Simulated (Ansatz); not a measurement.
Ge well of 12 atomic layers along [001] in random Si0.3Ge0.7, interfaces graded over 8 layers

Prepared with LAMMPS with Tersoff's 1989 multicomponent potential (SiCGe.tersoff): minimisation. Geometry as solved with PBE, support functions at accuracy medium on the grid of 370 eV (Ansatz, an electronic-structure program).

```xyz
648
Lattice="17.02 0.00 0.00 0.00 17.02 0.00 0.00 0.00 51.64" Properties=species:S:1:pos:R:3 pbc="T T T"
Si     0.04     0.04     0.01
Si     1.42     1.41     1.38
Si     2.81     2.80     0.02
Ge     4.22     4.23     1.40
Ge     2.81     0.01     2.85
Si     4.22     1.42     4.29
Ge     0.02     2.77     2.85
Ge     1.43     4.24     4.27
Si     0.02     0.04     5.70
Si     1.37     1.42     7.11
Ge     2.84     2.81     5.74
Si     4.22     4.28     7.14
Ge     2.80     0.01     8.50
Ge     4.21     1.44     9.98
Si     0.02     2.81     8.51
Ge     1.44     4.22     9.94
Ge    -0.01     0.01    11.40
Ge     1.40     1.46    12.84
Si     2.81     2.83    11.40
Ge     4.20     4.25    12.80
Ge     2.83     0.00    14.28
Ge     4.25     1.42    15.73
Si     0.01     2.84    14.28
Ge     1.40     4.23    15.70
Ge     0.05     0.01    17.19
Si     1.45     1.39    18.63
Ge     2.81     2.81    17.19
Ge     4.24     4.25    18.62
Si     2.81     0.01    20.01
Ge     4.22     1.37    21.47
Ge     0.04     2.80    20.03
Ge     1.42     4.25    21.50
Ge     0.01     0.00    22.95
Ge     1.42     1.42    24.42
Ge     2.84     2.82    22.94
Ge     4.25     4.24    24.41
Ge     2.84     0.00    25.87
Ge     4.25     1.42    27.32
Ge     0.00     2.85    25.88
Ge     1.39     4.29    27.35
Ge     0.00    -0.02    28.78
Ge     1.42     1.41    30.22
Ge     2.83     2.85    28.77
Ge     4.26     4.26    30.22
Ge     2.85     0.01    31.68
Ge     4.23     1.45    33.16
Ge     0.02     2.84    31.67
Ge     1.45     4.23    33.16
Ge     0.03     0.02    34.58
Si     1.44     1.44    35.97
Si     2.83     2.83    34.61
Si     4.22     4.21    35.96
Ge     2.77    -0.01    37.41
Ge     4.26     1.36    38.87
Ge     0.02     2.81    37.38
Ge     1.43     4.24    38.81
Ge     0.01    -0.02    40.23
Ge     1.42     1.41    41.69
Ge     2.86     2.84    40.27
Ge     4.29     4.31    41.66
Ge     2.85    -0.08    43.09
Ge     4.23     1.40    44.51
Si     0.01     2.82    43.08
Ge     1.39     4.24    44.50
Si     0.05    -0.01    45.92
Si     1.41     1.35    47.35
Ge     2.80     2.79    45.97
Ge     4.27     4.23    47.37
Si     2.81     0.04    48.75
Ge     4.22     1.44    50.18
Ge     0.03     2.78    48.76
Ge     1.44     4.21    50.23
Ge     0.00     5.65     0.02
Ge     1.39     7.11     1.46
Ge     2.84     8.51     0.00
Ge     4.27     9.91     1.45
Ge     2.85     5.70     2.87
Si     4.25     7.09     4.29
Si    -0.02     8.50     2.87
Ge     1.38     9.89     4.27
Ge     0.01     5.68     5.70
Ge     1.47     7.07     7.15
Ge     2.88     8.52     5.70
Si     4.23     9.98     7.12
Si     2.85     5.63     8.53
Ge     4.20     7.08     9.96
Ge     0.03     8.54     8.56
Si     1.44     9.95     9.94
Ge     0.03     5.68    11.41
Si     1.38     7.12    12.84
Ge     2.77     8.53    11.41
Ge     4.22     9.96    12.87
Ge     2.79     5.70    14.24
Ge     4.25     7.09    15.70
Si     0.02     8.50    14.23
Ge     1.42     9.92    15.65
Ge     0.00     5.68    17.15
Ge     1.42     7.09    18.61
Ge     2.82     8.51    17.14
Ge     4.26     9.93    18.59
Ge     2.84     5.68    20.07
Ge     4.26     7.11    21.52
Ge     0.01     8.51    20.07
Ge     1.43     9.93    21.51
Ge     0.00     5.67    22.96
Ge     1.43     7.10    24.41
Ge     2.86     8.54    22.99
Si     4.26     9.93    24.42
Ge     2.83     5.67    25.87
Ge     4.26     7.09    27.30
Ge     0.00     8.50    25.87
Ge     1.43     9.93    27.30
Si     0.00     5.68    28.78
Ge     1.39     7.08    30.21
Ge     2.84     8.50    28.76
Ge     4.26     9.94    30.20
Ge     2.83     5.67    31.67
Ge     4.25     7.10    33.11
Ge     0.02     8.54    31.68
Si     1.41     9.94    33.11
Ge     0.00     5.68    34.55
Ge     1.40     7.13    35.99
Ge     2.80     8.55    34.52
Ge     4.25     9.94    35.98
Ge     2.86     5.66    37.38
Ge     4.28     7.07    38.85
Si    -0.01     8.54    37.39
Ge     1.39     9.93    38.83
Ge    -0.01     5.66    40.25
Ge     1.40     7.11    41.70
Ge     2.85     8.53    40.27
Si     4.26     9.94    41.68
Ge     2.85     5.71    43.14
Si     4.22     7.13    44.55
Ge    -0.04     8.55    43.11
Ge     1.46     9.92    44.56
Ge     0.00     5.74    45.92
Si     1.46     7.11    47.32
Si     2.87     8.49    45.98
Si     4.25     9.90    47.34
Ge     2.83     5.69    48.76
Ge     4.28     7.13    50.17
Ge     0.04     8.47    48.75
Ge     1.43     9.94    50.19
Ge     0.01    11.36     0.02
Ge     1.42    12.80     1.46
Ge     2.84    14.23     0.02
Si     4.23    15.62     1.44
Ge     2.84    11.34     2.88
Ge     4.26    12.77     4.33
Ge     0.00    14.22     2.93
Si     1.40    15.66     4.32
Ge    -0.04    11.35     5.69
Ge     1.42    12.73     7.15
Ge     2.81    14.24     5.73
Si     4.23    15.63     7.12
Si     2.83    11.30     8.53
Ge     4.22    12.74     9.93
Ge    -0.04    14.17     8.56
Ge     1.41    15.59     9.98
Ge     0.03    11.33    11.37
Ge     1.44    12.73    12.87
Ge     2.83    14.16    11.41
Ge     4.25    15.59    12.84
Si     2.85    11.37    14.31
Si     4.21    12.75    15.72
Ge     0.01    14.18    14.29
Ge     1.45    15.57    15.75
Ge     0.01    11.34    17.13
Ge     1.45    12.78    18.56
Si     2.87    14.15    17.13
Ge     4.19    15.59    18.59
Ge     2.84    11.36    20.04
Ge     4.26    12.75    21.52
Ge     0.03    14.19    20.04
Ge     1.45    15.64    21.47
Ge     0.01    11.34    22.97
Ge     1.44    12.76    24.42
Ge     2.84    14.20    22.95
Ge     4.26    15.59    24.42
Ge     2.88    11.33    25.85
Ge     4.29    12.73    27.35
Ge     0.00    14.18    25.87
Ge     1.42    15.59    27.32
Ge     0.00    11.35    28.75
Ge     1.41    12.76    30.23
Ge     2.84    14.17    28.78
Ge     4.26    15.60    30.22
Ge     2.81    11.32    31.68
Ge     4.24    12.75    33.10
Ge    -0.01    14.18    31.69
Ge     1.42    15.61    33.12
Ge    -0.01    11.30    34.56
Ge     1.39    12.78    36.02
Ge     2.83    14.18    34.56
Ge     4.25    15.59    36.01
Ge     2.86    11.39    37.45
Si     4.27    12.77    38.86
Si    -0.01    14.17    37.46
Si     1.38    15.57    38.81
Ge    -0.05    11.36    40.27
Ge     1.43    12.78    41.68
Ge     2.86    14.21    40.22
Si     4.30    15.57    41.66
Ge     2.89    11.35    43.10
Si     4.27    12.79    44.49
Ge     0.01    14.21    43.14
Si     1.41    15.61    44.55
Ge     0.02    11.38    45.97
Si     1.45    12.78    47.34
Ge     2.83    14.17    45.91
Ge     4.22    15.62    47.38
Ge     2.85    11.35    48.72
Ge     4.25    12.77    50.22
Ge     0.05    14.19    48.74
Ge     1.43    15.68    50.20
Ge     5.63    -0.04    -0.01
Ge     7.05     1.42     1.41
Ge     8.47     2.88     0.00
Ge     9.92     4.26     1.49
Ge     8.52     0.02     2.83
Ge     9.96     1.45     4.26
Ge     5.63     2.81     2.88
Ge     7.09     4.28     4.25
Ge     5.62     0.01     5.69
Ge     7.07     1.44     7.12
Ge     8.53     2.87     5.69
Ge    10.00     4.26     7.13
Ge     8.53     0.04     8.57
Si     9.96     1.44     9.94
Ge     5.64     2.89     8.54
Ge     7.11     4.27     9.98
Ge     5.66     0.00    11.40
Ge     7.09     1.42    12.83
Ge     8.55     2.81    11.37
Ge     9.93     4.26    12.83
Ge     8.50    -0.03    14.27
Ge     9.93     1.41    15.71
Ge     5.65     2.85    14.26
Ge     7.08     4.25    15.72
Ge     5.66    -0.01    17.18
Ge     7.08     1.41    18.62
Ge     8.50     2.83    17.16
Ge     9.92     4.25    18.61
Ge     8.51     0.00    20.07
Ge     9.93     1.42    21.51
Ge     5.66     2.83    20.07
Ge     7.08     4.25    21.51
Ge     5.66    -0.02    22.95
Ge     7.08     1.41    24.40
Ge     8.51     2.84    22.96
Ge     9.92     4.26    24.42
Ge     8.50    -0.01    25.86
Ge     9.92     1.42    27.31
Ge     5.67     2.84    25.86
Ge     7.09     4.26    27.31
Ge     5.67     0.00    28.77
Ge     7.09     1.41    30.23
Ge     8.50     2.84    28.77
Ge     9.92     4.25    30.23
Ge     8.54     0.02    31.69
Si     9.93     1.42    33.11
Ge     5.68     2.84    31.68
Ge     7.11     4.24    33.13
Ge     5.68     0.00    34.57
Ge     7.13     1.39    36.02
Ge     8.57     2.82    34.57
Si     9.94     4.25    35.98
Si     8.47    -0.04    37.48
Ge     9.92     1.37    38.84
Ge     5.64     2.83    37.40
Ge     7.07     4.27    38.83
Si     5.68    -0.06    40.27
Ge     7.08     1.37    41.66
Ge     8.52     2.85    40.26
Si     9.95     4.26    41.65
Ge     8.54    -0.05    43.08
Ge     9.97     1.38    44.52
Ge     5.67     2.82    43.09
Ge     7.11     4.25    44.50
Ge     5.67     0.00    45.94
Ge     7.06     1.45    47.41
Ge     8.53     2.83    45.95
Ge     9.95     4.28    47.36
Ge     8.49    -0.01    48.82
Ge     9.92     1.43    50.23
Si     5.67     2.86    48.82
Si     7.06     4.23    50.17
Ge     5.70     5.64    -0.04
Ge     7.14     7.07     1.43
Si     8.49     8.50    -0.01
Ge     9.88     9.90     1.42
Si     8.52     5.68     2.87
Ge     9.94     7.03     4.31
Ge     5.68     8.46     2.89
Ge     7.06     9.94     4.34
Ge     5.62     5.68     5.71
Ge     7.08     7.11     7.13
Ge     8.56     8.54     5.75
Si    10.01     9.93     7.15
Ge     8.54     5.69     8.54
Ge     9.99     7.15     9.93
Ge     5.62     8.55     8.53
Ge     7.09     9.93     9.97
Ge     5.66     5.69    11.40
Ge     7.09     7.11    12.84
Ge     8.53     8.52    11.39
Ge     9.95     9.95    12.83
Ge     8.50     5.68    14.28
Ge     9.91     7.11    15.72
Ge     5.68     8.55    14.30
Si     7.07     9.94    15.72
Ge     5.65     5.67    17.16
Ge     7.08     7.10    18.60
Ge     8.47     8.55    17.15
Ge     9.91     9.94    18.61
Ge     8.50     5.67    20.06
Ge     9.93     7.09    21.51
Ge     5.67     8.52    20.06
Ge     7.09     9.94    21.52
Ge     5.67     5.68    22.97
Ge     7.08     7.11    24.42
Ge     8.51     8.51    22.96
Ge     9.92     9.94    24.42
Ge     8.50     5.69    25.87
Ge     9.92     7.11    27.33
Ge     5.65     8.55    25.85
Ge     7.05     9.95    27.35
Ge     5.68     5.68    28.76
Ge     7.10     7.09    30.23
Ge     8.50     8.53    28.78
Ge     9.91     9.95    30.26
Ge     8.53     5.69    31.70
Si     9.93     7.08    33.11
Ge     5.68     8.52    31.66
Ge     7.13     9.95    33.08
Ge     5.63     5.63    34.57
Ge     7.09     7.08    35.96
Ge     8.54     8.49    34.51
Ge     9.94     9.91    35.99
Ge     8.54     5.66    37.39
Ge     9.94     7.09    38.89
Ge     5.68     8.51    37.41
Ge     7.11     9.92    38.87
Si     5.69     5.68    40.24
Ge     7.08     7.09    41.64
Si     8.50     8.50    40.26
Ge     9.87     9.93    41.67
Ge     8.55     5.67    43.06
Ge     9.93     7.11    44.56
Ge     5.63     8.51    43.10
Ge     7.11     9.94    44.49
Ge     5.65     5.70    45.90
Ge     7.06     7.16    47.34
Si     8.49     8.53    45.93
Ge     9.89     9.94    47.33
Ge     8.46     5.67    48.79
Ge     9.89     7.09    50.24
Si     5.65     8.56    48.74
Ge     7.11     9.89    50.17
Ge     5.69    11.32     0.00
Ge     7.09    12.78     1.43
Ge     8.48    14.20    -0.04
Ge     9.93    15.58     1.41
Ge     8.49    11.35     2.88
Ge     9.98    12.72     4.33
Ge     5.64    14.21     2.84
Ge     7.08    15.62     4.26
Si     5.63    11.33     5.75
Ge     7.07    12.73     7.11
Ge     8.50    14.17     5.69
Ge     9.93    15.58     7.14
Ge     8.57    11.34     8.55
Si     9.95    12.75     9.97
Ge     5.63    14.20     8.51
Ge     7.09    15.60     9.96
Ge     5.66    11.35    11.40
Ge     7.08    12.76    12.85
Ge     8.53    14.14    11.38
Ge     9.94    15.59    12.80
Ge     8.49    11.32    14.30
Ge     9.94    12.76    15.70
Ge     5.63    14.15    14.31
Ge     7.07    15.58    15.73
Ge     5.66    11.36    17.11
Ge     7.08    12.77    18.59
Ge     8.52    14.18    17.16
Ge     9.93    15.59    18.63
Ge     8.51    11.38    20.08
Si     9.92    12.76    21.51
Ge     5.65    14.18    20.05
Ge     7.09    15.58    21.50
Ge     5.65    11.32    23.00
Ge     7.09    12.75    24.42
Ge     8.52    14.15    22.94
Ge     9.92    15.59    24.41
Ge     8.50    11.35    25.89
Ge     9.94    12.76    27.34
Ge     5.68    14.17    25.88
Ge     7.09    15.60    27.33
Si     5.67    11.34    28.79
Ge     7.09    12.71    30.22
Ge     8.51    14.18    28.79
Ge     9.94    15.60    30.23
Si     8.50    11.35    31.66
Ge     9.90    12.74    33.07
Ge     5.67    14.17    31.65
Ge     7.09    15.60    33.10
Ge     5.68    11.35    34.54
Ge     7.08    12.78    35.99
Ge     8.50    14.19    34.54
Ge     9.88    15.63    36.01
Ge     8.51    11.34    37.41
Ge     9.92    12.78    38.85
Ge     5.68    14.19    37.48
Si     7.09    15.62    38.88
Ge     5.67    11.38    40.30
Si     7.07    12.79    41.72
Ge     8.49    14.22    40.30
Si     9.97    15.63    41.66
Si     8.47    11.38    43.05
Ge     9.91    12.74    44.45
Si     5.64    14.15    43.07
Ge     7.05    15.55    44.48
Ge     5.63    11.35    45.92
Ge     7.09    12.73    47.39
Ge     8.50    14.15    45.92
Ge     9.93    15.63    47.32
Si     8.51    11.32    48.77
Ge     9.90    12.74    50.16
Ge     5.69    14.21    48.82
Si     7.08    15.61    50.22
Ge    11.37     0.02     0.03
Ge    12.76     1.48     1.50
Ge    14.16     2.85    -0.02
Ge    15.60     4.23     1.45
Ge    14.23     0.04     2.89
Si    15.65     1.40     4.31
Si    11.37     2.89     2.91
Si    12.74     4.25     4.31
Ge    11.36     0.00     5.71
Ge    12.78     1.41     7.18
Ge    14.19     2.82     5.67
Ge    15.62     4.23     7.13
Si    14.21    -0.01     8.54
Ge    15.62     1.41     9.91
Si    11.35     2.81     8.57
Ge    12.75     4.24     9.95
Ge    11.35     0.02    11.35
Ge    12.78     1.42    12.82
Ge    14.21     2.84    11.38
Ge    15.64     4.23    12.85
Ge    14.20    -0.01    14.27
Ge    15.66     1.42    15.70
Ge    11.36     2.84    14.27
Ge    12.78     4.27    15.71
Ge    11.35    -0.02    17.16
Ge    12.77     1.41    18.60
Ge    14.20     2.83    17.15
Ge    15.62     4.24    18.60
Ge    14.18    -0.01    20.06
Ge    15.61     1.42    21.50
Ge    11.35     2.83    20.05
Ge    12.77     4.25    21.51
Ge    11.35     0.00    22.97
Ge    12.77     1.42    24.42
Ge    14.19     2.84    22.96
Ge    15.60     4.26    24.42
Ge    14.19    -0.01    25.87
Ge    15.60     1.41    27.33
Ge    11.35     2.84    25.87
Ge    12.76     4.25    27.33
Ge    11.35     0.00    28.76
Ge    12.76     1.41    30.23
Ge    14.19     2.84    28.79
Ge    15.64     4.29    30.21
Ge    14.18    -0.02    31.68
Ge    15.61     1.42    33.11
Ge    11.32     2.81    31.68
Ge    12.75     4.26    33.10
Ge    11.31     0.01    34.53
Ge    12.75     1.42    35.96
Ge    14.18     2.85    34.54
Ge    15.60     4.26    35.98
Ge    14.16    -0.01    37.41
Ge    15.58     1.43    38.84
Ge    11.32     2.85    37.40
Ge    12.75     4.24    38.91
Si    11.35     0.01    40.30
Si    12.75     1.41    41.64
Si    14.15     2.79    40.28
Ge    15.59     4.19    41.68
Ge    14.14     0.00    43.10
Ge    15.66     1.40    44.50
Ge    11.35     2.84    43.04
Ge    12.74     4.27    44.53
Si    11.39    -0.02    45.93
Ge    12.79     1.37    47.37
Ge    14.20     2.83    45.93
Ge    15.62     4.26    47.37
Si    14.22    -0.02    48.76
Ge    15.60     1.37    50.21
Ge    11.38     2.84    48.80
Si    12.76     4.24    50.22
Ge    11.35     5.64     0.00
Ge    12.78     7.08     1.43
Ge    14.20     8.52     0.00
Ge    15.63     9.92     1.47
Ge    14.16     5.64     2.90
Ge    15.58     7.13     4.30
Ge    11.34     8.50     2.87
Ge    12.76     9.93     4.35
Si    11.41     5.67     5.72
Si    12.75     7.12     7.09
Si    14.15     8.49     5.74
Ge    15.53     9.93     7.14
Ge    14.16     5.69     8.50
Ge    15.60     7.09     9.97
Si    11.41     8.54     8.50
Si    12.76     9.93     9.91
Ge    11.35     5.68    11.39
Ge    12.78     7.10    12.82
Ge    14.16     8.55    11.36
Ge    15.63     9.90    12.83
Ge    14.21     5.69    14.27
Ge    15.65     7.13    15.69
Ge    11.35     8.51    14.27
Ge    12.78     9.95    15.70
Ge    11.34     5.68    17.16
Ge    12.79     7.10    18.60
Ge    14.21     8.53    17.14
Ge    15.62     9.94    18.61
Ge    14.20     5.67    20.06
Ge    15.60     7.09    21.51
Ge    11.35     8.51    20.05
Ge    12.75     9.94    21.51
Ge    11.35     5.68    22.97
Ge    12.77     7.10    24.43
Ge    14.17     8.52    22.96
Ge    15.60     9.92    24.42
Ge    14.19     5.67    25.88
Ge    15.63     7.07    27.35
Ge    11.35     8.52    25.87
Ge    12.77     9.93    27.33
Ge    11.34     5.68    28.77
Ge    12.75     7.10    30.22
Ge    14.19     8.51    28.78
Ge    15.61     9.95    30.22
Ge    14.18     5.69    31.66
Ge    15.61     7.11    33.11
Ge    11.32     8.49    31.71
Ge    12.77     9.93    33.11
Ge    11.30     5.68    34.55
Ge    12.76     7.09    35.99
Ge    14.22     8.53    34.59
Si    15.63     9.90    36.01
Ge    14.18     5.67    37.44
Ge    15.62     7.15    38.82
Ge    11.39     8.54    37.47
Si    12.80     9.97    38.84
Si    11.33     5.65    40.30
Ge    12.74     7.09    41.67
Ge    14.18     8.57    40.27
Si    15.56     9.98    41.72
Ge    14.21     5.69    43.12
Si    15.60     7.11    44.51
Ge    11.35     8.55    43.12
Si    12.80     9.95    44.48
Si    11.33     5.67    45.93
Ge    12.74     7.06    47.32
Ge    14.17     8.51    45.88
Ge    15.61     9.91    47.35
Ge    14.15     5.64    48.81
Ge    15.62     7.07    50.20
Ge    11.31     8.49    48.77
Ge    12.75     9.93    50.19
Ge    11.33    11.34     0.00
Ge    12.79    12.76     1.43
Ge    14.22    14.21     0.00
Ge    15.65    15.65     1.42
Ge    14.21    11.36     2.91
Si    15.60    12.78     4.30
Ge    11.36    14.17     2.86
Ge    12.79    15.59     4.29
Si    11.37    11.33     5.78
Si    12.77    12.70     7.15
Ge    14.18    14.12     5.74
Ge    15.61    15.64     7.10
Si    14.12    11.33     8.56
Ge    15.53    12.74     9.98
Ge    11.37    14.13     8.55
Ge    12.83    15.58     9.97
Ge    11.38    11.36    11.36
Si    12.79    12.77    12.78
Si    14.17    14.15    11.42
Ge    15.59    15.56    12.81
Ge    14.18    11.37    14.22
Ge    15.59    12.76    15.72
Ge    11.38    14.14    14.22
Ge    12.77    15.59    15.70
Ge    11.35    11.35    17.16
Ge    12.76    12.77    18.63
Ge    14.18    14.19    17.17
Ge    15.61    15.61    18.61
Ge    14.19    11.35    20.06
Ge    15.63    12.77    21.51
Ge    11.32    14.16    20.10
Ge    12.76    15.59    21.52
Ge    11.31    11.37    22.94
Ge    12.76    12.76    24.40
Ge    14.19    14.18    22.96
Ge    15.62    15.60    24.41
Ge    14.17    11.34    25.86
Ge    15.59    12.76    27.31
Ge    11.35    14.18    25.86
Ge    12.77    15.59    27.32
Ge    11.37    11.36    28.81
Si    12.77    12.76    30.22
Ge    14.16    14.15    28.79
Ge    15.59    15.58    30.23
Ge    14.16    11.38    31.64
Ge    15.57    12.77    33.14
Ge    11.38    14.15    31.65
Ge    12.78    15.56    33.15
Ge    11.35    11.36    34.54
Ge    12.80    12.79    35.97
Si    14.21    14.19    34.57
Ge    15.62    15.56    36.01
Ge    14.23    11.34    37.42
Si    15.63    12.78    38.81
Ge    11.34    14.21    37.41
Ge    12.74    15.62    38.88
Ge    11.36    11.33    40.25
Ge    12.80    12.73    41.71
Ge    14.21    14.14    40.23
Ge    15.59    15.60    41.68
Si    14.19    11.32    43.12
Ge    15.56    12.77    44.52
Ge    11.37    14.23    43.08
Si    12.76    15.61    44.55
Ge    11.37    11.33    45.87
Ge    12.79    12.81    47.30
Si    14.17    14.23    45.89
Ge    15.61    15.62    47.30
Ge    14.19    11.36    48.76
Ge    15.63    12.78    50.19
Ge    11.35    14.20    48.76
Ge    12.80    15.63    50.18
```
